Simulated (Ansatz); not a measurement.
For ZrSi (model structure, started from the TiAs type, P6₃/mmc, No. 194, 8 atoms in the cell), PBE (plane waves, PAW; Ansatz, a program for electronic structure) gives:

- lattice parameter a = 3.713 Å
- lattice parameter c = 13.432 Å
- enthalpy of formation = -0.619 eV/atom

### Question
What does PBE-D3(BJ) (Ansatz, plane waves, PAW) give for the same quantities?

### Answer

- lattice constant a: 3.658 Å (shrinks by 1.5 %)
- lattice parameter c: 13.373 Å (shrinks by 0.4 %)
- formation enthalpy: -0.655 eV/atom (moves by -0.036 eV/atom)

Changes are worked out from the printed values.

Unless a cell is named, each level is at its own relaxed cell (PBE 20.05, PBE-D3(BJ) 19.37 Å³/atom).

Ansatz's density-functional and Hartree–Fock values are scalar-relativistic unless marked +SOC, with PAW data made under PBE.

A model structure was made by putting elements into a prototype or built by hand; it is no filed structure, need not be a known phase, and can be a saddle point held by its symmetry.
